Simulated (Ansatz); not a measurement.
BP under load (space group R3m), r2SCAN with spin-orbit coupling, rigid bands run with Ansatz (a first-principles code). Condition of this run: uniaxial stress along [111] of 1 GPa (compression positive) (the target of the relaxation). Band gap 1.39 eV, N_c = 4.09e19 cm⁻³ and N_v = 1.69e19 cm⁻³ at 300 K, conductivity masses of 0.323 mₑ (electrons) and 0.394 mₑ (holes). Take k_BT = 0.02585 eV.

### Question
A film of it is 8 nm thick. Estimate the confinement energies in an infinite well.

### Answer
ħ²π²/(2m t²) = 0.376 eV·nm²/(m/mₑ × t²) gives 18.2 meV for electrons and 14.9 meV for holes, so the gap would widen to about 1.42 eV. Finite barriers and nonparabolic bands lower this, and with several valleys or bands the heaviest mass along the normal sets the lowest level, not this average.

### Question
What thermal injection velocity √(2k_BT/πm) limits a ballistic channel?

### Answer
9.47e6 cm/s for electrons and 8.57e6 cm/s for holes, a ratio of √(m_h/m_e) = 1.10, for dilute carriers.

### Question
What built-in voltage has an abrupt junction with N_A = 1e16 and N_D = 1e18 cm⁻³, all dopants ionised?

### Answer
V_bi = E_g/e − (k_BT/e) ln(N_c N_v/(N_A N_D)) = 1.39 − 0.02585 × 11.14 = 1.10 V, for the computed gap.

Rigid bands with the computed gap; masses take one relaxation time for all states.
